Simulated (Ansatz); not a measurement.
Q: Name crystals whose Seebeck coefficient, p-type 1e19 cm⁻³ lies between 350 and 540 μV/K and whose electron conductivity mass lies between 0.123 and 0.191 mₑ, by Ansatz (an electronic-structure program) with PBEsol with spin-orbit coupling, rigid bands.

A: Many crystals can fit; among those computed here:
- ZnO (P6_3mc): 434 μV/K, 0.153 mₑ
- ZnS (F-43m): 383 μV/K, 0.179 mₑ
- GaN (P6_3mc): 420 μV/K, 0.179 mₑ
- CdS (P6_3mc): 379 μV/K, 0.133 mₑ
- AgBr (Fm-3m): 409 μV/K, 0.187 mₑ

Masses are for dilute carriers at 300 K, harmonic means over directions unless an axis is named. Seebeck coefficients are for the stated density at 300 K, with one relaxation time for all states and whether or not that doping can be reached.
